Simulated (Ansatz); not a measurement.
The parent structure is VBiO4 (space group I4_1/a, No. 88; a = 5.107 Å, c = 11.576 Å). Axes: x, y, z lie along a, b, c of the conventional cell.

Method: Ansatz (an electronic-structure program) PBEsol, spin-orbit coupling left out.

For the base:

The shortest interatomic distance comes out as 1.724 Å.

Perturbation: tensile biaxial strain of 0.92 % in the plane normal to [001], as in epitaxy on a mismatched substrate; the out-of-plane cell vector and the atoms relax.

Question: How does this affect the out-of-plane strain, shortest interatomic distance and in-plane stress?

Answer: The out-of-plane strain amounts to -0.99 %; the shortest interatomic distance rises by 0.003 Å (1.724 Å → 1.727 Å); the mean in-plane stress (compression positive) amounts to -2.0 GPa.

No phonon test of stability was made. Starting moments died away, wholly or in part, for the base; another magnetic solution may exist. All final runs are without spin polarisation.
